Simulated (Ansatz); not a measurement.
Consider a periodic stack without vacuum, fcc Pd (1 1 0) on germanium (1 1 0) (film strained to the substrate, started from cuts of the bulks and a machine-learned relaxation): substrate slab Ge16, film Pd16, surface cells [[0, -1], [1, -1]] and [[1, 0], [1, 2]], film strained by +3.3 and +3.3 %, outermost planes Ge/Ge and Pd/Pd as cut, which need not be the usual terminations and can put a slab off its formula. Its start:

```
PdGe
1.0
    4.07294     0.00000    -0.02222
    4.07294     5.76000     0.01994
    0.84859    -1.22240    26.16654
Ge Pd
16 16
Direct
  0.12127   0.57925   0.09698
  0.37388   0.84757   0.09392
  0.95022   0.96944   0.01242
  0.51670   0.43371   0.01293
  0.10331   0.58545   0.25258
  0.35667   0.83272   0.24899
  0.10893   0.08877   0.17420
  0.36249   0.33441   0.17336
  0.07675   0.59955   0.40973
  0.33519   0.85002   0.40149
  0.08408   0.09650   0.32628
  0.33349   0.34619   0.33040
  0.84582   0.64488   0.58140
  0.23149   0.78646   0.52232
  0.08133   0.13324   0.47790
  0.33947   0.37637   0.49599
  0.28271   0.21093   0.65690
  0.78943   0.71254   0.67099
  0.57180   0.41632   0.59674
  0.06482   0.93601   0.61061
  0.75897   0.72558   0.77189
  0.25531   0.23041   0.76334
  0.01796   0.97513   0.71579
  0.53220   0.46123   0.71153
  0.23695   0.22919   0.86847
  0.73877   0.72627   0.87409
  0.49971   0.47681   0.81703
  0.99301   0.98298   0.81800
  0.71227   0.72046   0.98711
  0.22522   0.22193   0.97924
  0.98126   0.97881   0.92048
  0.47130   0.48117   0.92137
```

The start was prepared with a machine-learned potential, and the result is one local minimum, with the in-plane cell held and forces under 0.04 eV/Å; the film can end far from its bulk form.

Calculation: PBE (plane waves to 420 eV, PAW; Ansatz, an electronic-structure program). No spin–orbit coupling; the runs are not spin-polarised; PBE gaps are too small against experiment. Its k-point mesh 9×6×1, Fermi–Dirac width 0.05 eV.

Predict the relaxed interface.


- interface area = 23.5 Å²
- period = 26.74 Å
- gaps between the outermost planes at the two interfaces = 0.92 and 0.62 Å
- Ge–Pd contacts across the interfaces within 1.22 times the sum of covalent radii = 18, mean 2.58 Å
